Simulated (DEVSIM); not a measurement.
**Schottky contact on p-type Si**

Structure: Schottky contact on p-type Si, at 300 K.

```
layer (left to right)  material  thickness (μm)  Na (cm⁻³)  τn (s)  τp (s)
---------------------  --------  --------------  ---------  ------  ------
1                            Si            3.70     4.5e15  1.7e-6  5.8e-7
```

Left contact: Schottky, work function 4.744 eV, emission velocity 1.6e6 cm/s. Right contact: ohmic. Voltage is applied to the left contact. Recombination: SRH at mid-gap. Mobility is constant in doping.

Constants are typed, rounded textbook-type inputs, not results; the design itself was drawn at random and stands for no fabricated device. Values at 300 K.

```tsv
parameter	Si
gap (eV)	1.124
affinity (eV)	4.05
permittivity	11.7
Nc (cm⁻³)	2.86e19
Nv (cm⁻³)	3.1e19
μn (cm²/Vs)	1417
μp (cm²/Vs)	470
```

DEVSIM, 1D drift-diffusion, Boltzmann statistics, complete ionisation; no tunnelling, impact ionisation, image-force lowering or self-heating. Metal contacts follow the ideal Schottky-Mott rule: no Fermi-level pinning, no interface dipoles.

Potential step across the device at zero bias: 0.202 V
Largest field in the device at zero bias: 16000 V/cm
Dark forward voltage at 100 A/cm²: 0.259 V

Dark reverse current:

```csv
V (V),J (A/cm²)
0.04,0.31
0.10,0.39
0.20,0.41
0.30,0.42
0.40,0.42
0.60,0.43
0.80,0.43
1.00,0.44
1.30,0.44
1.60,0.44
2.00,0.45
```

Small-signal capacitance in reverse bias (quasi-static):

| V (V) | C (nF/cm²) |
|---|---|
| 0.04 | 41.5 |
| 0.1 | 36.9 |
| 0.2 | 31.6 |
| 0.3 | 28.0 |
| 0.4 | 25.5 |
| 0.6 | 22.0 |
| 0.8 | 19.6 |
| 1 | 17.8 |
| 1.3 | 15.9 |
| 1.6 | 14.5 |
| 2 | 13.1 |
